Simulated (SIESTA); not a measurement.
Band structure of Br (Cmce, 4 atoms in the cell).

```
Br
1.0
    2.24022    -3.33533     0.00000
    2.24022     3.33533     0.00000
    0.00000     0.00000     8.72087
Br
4
Direct
  0.86100   0.86100   0.88900
  0.63900   0.63900   0.38900
  0.36100   0.36100   0.61100
  0.13900   0.13900   0.11100
```

Method: GGA PBE, numerical atomic orbitals DZP, PseudoDojo PBE standard norm-conserving potentials (rewritten from UPF to PSML) run with SIESTA.

Settings: XC.functional = GGA; XC.authors = PBE; potentials = PseudoDojo PBE standard; PAO.BasisSize = DZP; PAO.EnergyShift = 0.01 Ry; MeshCutoff = 350 Ry; kgrid.MonkhorstPack = 5 5 2; OccupationFunction = FD; ElectronicTemperature = 0.01 eV; MaxSCFIterations = 150; SCF.Mixer.Method = Broyden; SCF.Mixer.Weight = 0.1; SCF.Mixer.History = 8; SCF.DM.Tolerance = 1.0E-05.

The starting cell has typed, rounded lattice constants, without a prior relaxation at this level. Its lattice was rescaled by a random factor within 2.5 % of one. Values carry the incompleteness of an atom-centred basis.

Task: Predict the gap along the standard path and the places of the band edges.

Result: The gap along the path is 1.72 eV, from Γ to Y; the smallest direct gap on it is 1.75 eV. Another conduction valley lies within 0.1 eV, so the order of the valleys is not sure.

Levels in eV from the top of the valence band on the path, bands 11 to 15:
| point | 11 | 12 | 13 | 14 | 15 |
|---|---|---|---|---|---|
| Γ | -0.98 | -0.45 | -0.05 | 0.00 | 1.75 |
| X | -1.21 | -0.92 | -0.46 | -0.08 | 2.00 |
| S | -0.94 | -0.94 | -0.28 | -0.28 | 2.43 |
| R | -0.56 | -0.56 | 0.00 | 0.00 | 2.07 |
| A | -0.58 | -0.58 | -0.52 | -0.52 | 2.07 |
| Z | -0.94 | -0.94 | -0.03 | -0.03 | 2.13 |
| Y | -1.47 | -1.22 | -0.53 | -0.08 | 1.72 |
| X1 | -1.21 | -0.92 | -0.46 | -0.08 | 2.00 |
| A1 | -0.58 | -0.58 | -0.52 | -0.52 | 2.07 |
| T | -1.06 | -1.06 | -0.69 | -0.69 | 1.91 |

Higher empty bands are left out: an atom-centred basis made for the valence describes them poorly.
